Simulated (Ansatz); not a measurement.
## What pressure −1 GPa does to Bi

Start from Bi in the A7 type structure (space group R-3m, No. 166; a = 4.521 Å, c = 12.028 Å (hexagonal axes); layered).

Perturbation: a negative pressure, −1 GPa.

The values are results of r2SCAN+rVV10 (Ansatz, a first-principles code; PAW; 500 eV plane waves; no spin-orbit coupling), not measurements. Settings: 13×13×13 k-points, 0.05 eV Fermi–Dirac smearing.

| quantity | base | changed | shift |
|---|---|---|---|
| volume per atom | 35.48 Å³ | 36.80 Å³ | +1.32 Å³ |
| lattice parameter a | 4.521 Å | 4.540 Å | +0.019 Å |
| c/a ratio | 2.661 | 2.725 | +0.064 |
| shortest interatomic distance | 3.068 Å | 3.076 Å | +0.008 Å |
| enthalpy H = E + PV relative to the base's energy | – | -0.23 eV/atom | – |
| band gap | zero | zero | – |

Final structure:

```
CELL_PARAMETERS angstrom
      2.26992     1.31054     4.12326
     -2.26992     1.31054     4.12326
      0.00000    -2.62108     4.12326
ATOMIC_POSITIONS crystal
  Bi 0.23171 0.23171 0.23171
  Bi 0.76829 0.76829 0.76829
```

Cost of the whole job for the changed cell (relaxation, final SCF and bands): about 2.6 core-minutes (a rough figure).

Spin-orbit coupling, missing from the scalar runs, can matter with Bi. Load acts through the strain it causes; cell and atoms are relaxed under it. Whether these cells are dynamically stable was not tested.
